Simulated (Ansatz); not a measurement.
**Effect of biaxial strain +0.83 %, plane normal [111], relaxed out of plane on KBr**

Take KBr in the rock salt structure (space group Fm-3m, No. 225; a = 6.5491 Å) as the base. Axes: x, y, z lie along the cube axes.

It is then changed as follows: biaxial strain +0.83 %, plane normal [111], relaxed out of plane (Cartesian); in-plane vectors clamped, the third vector and the atoms free.

Method: PBEsol (Ansatz, a first-principles code; PAW; 420 eV plane waves; spin-orbit coupling left out). k-mesh 9×9×9 (Γ-centred); smearing 0.05 eV (Fermi–Dirac).

- Space group = R-3m (No. 166) (base Fm-3m (No. 225))
- Shortest interatomic distance = 3.283 Å (base 3.275 Å)
- Energy relative to the base (free energy F) = +0.3 meV/atom
- Pressure (mean of the normal stresses, compression positive) = -0.11 GPa (base 0.01 GPa)
- Band gap = 4.29 eV (base 4.34 eV)
- Gap character = direct at Γ (base direct at Γ)
- Electron mass = 0.37 mₑ (at Γ) (base 0.37 mₑ (at Γ))
- Hole mass = 0.61 mₑ out of plane, 2.7 mₑ in plane (at Γ)
- Valence-band top at Γ (three highest levels, from the VBM) = 0.00, -0.04, -0.04 eV (base 0.00, 0.00, 0.00 eV)
- Valley order (the lowest conduction-band minima on the path, energy above the VBM, named in the base's zone) = Γ 4.29 eV; X along [001] 5.70 eV (base Γ 4.34 eV; X along ⟨100⟩ 5.72 eV)
- Out-of-plane strain = -0.87 %
- Ratio −ε⊥/ε∥ = 1.05
- Mean in-plane stress (compression positive) = -0.2 GPa

Effective masses come from finite differences of ±0.01 Å⁻¹. Whether these cells are dynamically stable was not tested. Labels are those of the standard path for the cell's own space group.
